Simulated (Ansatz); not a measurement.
We consider rock-salt LaS, described by HSE06 (Ansatz, a quantum-chemistry and plane-wave program, PAW).

Numerical settings: plane-wave cutoff 460 eV, 8×8×8 k mesh, Fermi–Dirac smearing 0.05 eV, scalar-relativistic PAW data made under PBE.

Results at a series of volumes:

| V (Å³/atom) | E − E_lowest (meV/atom) | P (GPa) |
|---|---|---|
| 23.895 | 17.83 | 4.92 |
| 24.524 | 3.85 | 2.26 |
| 24.950 | 0.00 | 0.66 |
| 25.782 | 3.88 | -2.07 |
| 26.410 | 15.56 | -3.84 |

Problem. Fit the third-order Birch–Murnaghan equation and give B0 and B′.

Solution. V0 = 25.137 Å³/atom, B0 = 86.7 GPa, B′ = 4.5 (fit to the energies at full precision).

Note: the relaxation could not lower the start's symmetry, so the cell can be a saddle point above a distorted one.

Spin–orbit coupling is not included; it can open a gap where bands touch, and shift volumes and moduli.

The computed numbers hold no vibrational or temperature effects.

Cost on a shared machine: around 14 core-minutes (rough).
